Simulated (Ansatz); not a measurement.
Ansatz (a first-principles code) run on HfB2 (P6/mmm, 3 atoms in the cell): self-consistent single point.

Method of the run: PBE (plane waves, PAW; Ansatz).

The change in words: lattice scaled by 0.98. Reference geometry:
```
HfB2
1.0
    1.59528    -2.76310     0.00000
    1.59528     2.76310     0.00000
    0.00000     0.00000     3.53603
Hf B
1 2
Direct
  0.00000   0.00000   0.00000
  0.33333   0.66667   0.50000
  0.66667   0.33333   0.50000
```

Reference input (self-consistent single point, DFT, PBE, plane waves, default PAW files): kpoints.mp_grid.grid = 10 10 8; hamiltonian.xc = pbe; hamiltonian.pseudopotentials = {kind: paw} (the program's default PAW files); scf.occupations.method = gaussian; scf.occupations.width = 0.1 eV. This run's input differs from it in these lines:

Ansatz 0.2 input:
```diff
@@ -2,9 +2,9 @@
   lattice:
-    - [1.595277, -2.763101, 0.000000]
-    - [1.595277, 2.763101, 0.000000]
-    - [0.000000, 0.000000, 3.536028]
+    - [1.563371, -2.707839, 0.000000]
+    - [1.563371, 2.707839, 0.000000]
+    - [0.000000, 0.000000, 3.465307]
   atoms:
     - { symbol: Hf, position_ang: [0.000000, 0.000000, 0.000000] }
-    - { symbol: B, position_ang: [1.595277, 0.921034, 1.768014] }
-    - { symbol: B, position_ang: [1.595277, -0.921034, 1.768014] }
+    - { symbol: B, position_ang: [1.563371, 0.902613, 1.732654] }
+    - { symbol: B, position_ang: [1.563371, -0.902613, 1.732654] }
 kpoints:
```

Log, with long lists cut:

```
SCF iter   1: F=—  HF=-16036.205460 eV  |F-HF|=—  |Δ(HF+E_count)|=         —  Δρ=1.53e-3  dr2=6.74e-4  ethr=1.77e-3  ⟨swp⟩=4.0  Hψ=5433  notcnv=0
all-band conjugate gradients solve this SCF's bands
preconditioner: auto → none
SCF iter   2: F=—  HF=-16036.205162 eV  |F-HF|=—  |Δ(HF+E_count)|=   2.98e-4  Δρ=5.48e-4  dr2=3.17e-5  ethr=2.11e-6  ⟨swp⟩=2.1  Hψ=2950  notcnv=0
SCF iter   3: F=—  HF=-16036.205161 eV  |F-HF|=—  |Δ(HF+E_count)|=   3.29e-7  Δρ=2.60e-4  dr2=6.20e-6  ethr=9.92e-8  ⟨swp⟩=2.0  Hψ=2343  notcnv=0
SCF iter   4: F=—  HF=-16036.205159 eV  |F-HF|=—  |Δ(HF+E_count)|=   2.70e-6  Δρ=4.64e-5  dr2=1.99e-7  ethr=1.94e-8  ⟨swp⟩=2.0  Hψ=2423  notcnv=0
SCF iter   5: F=—  HF=-16036.205159 eV  |F-HF|=—  |Δ(HF+E_count)|=   1.40e-7  Δρ=2.36e-5  dr2=2.15e-7  ethr=6.21e-10  ⟨swp⟩=2.0  Hψ=2520  notcnv=0
SCF iter   6: F=-16036.205159 eV  HF=-16036.205159 eV  |F-HF|=5.82e-10  |Δ(HF+E_count)|=   1.06e-7  Δρ=3.86e-6  dr2=1.39e-9  ethr=3.13e-10  ⟨swp⟩=2.9  Hψ=5724  notcnv=0
SCF 1 converged in 6 iterations: F = -16036.205159 eV  dr2 = 1.39e-9
Free energy (F): -16036.205159 eV
Internal energy: -16036.203371 eV  (E = F + TS)
E sigma→0 (E₀):  -16036.204265 eV
Entropy (-TS):   -0.001787 eV (-0.596 meV/atom)
Fermi energy:    20.664442 eV
--- Forces (eV/Å), atoms counted from 1 ---
  atom   1  Hf     0.00000000     0.00000000     0.00000000
   [... zero for the other atoms too ...]
--- Stress (GPa, compression-positive) ---
        4.658112      -0.000000       0.000000
        0.000000       4.658112       0.000000
        0.000000       0.000000       4.788247
  P = ⅓ Tr σ = 4.7015 GPa (47.015 kbar)
  The stress holds the Pulay correction. Without it, at fixed plane waves, as pw.x and ABINIT print it: P = 4.5058 GPa
```

The run converged in 6 iterations. Against the reference run the free energy goes down by 11.0 meV/atom and the pressure goes from -9.77 to 4.70 GPa.

The starting cell has typed, rounded lattice constants, without a prior relaxation at this level. Its lattice was rescaled by a random factor within 2.5 % of one. For this run, on top of that: lattice scaled by 0.98. With a pressure of about 5 GPa the cell is away from its equilibrium volume at this level. Ansatz's pressure includes its estimate of the finite-basis (Pulay) stress.
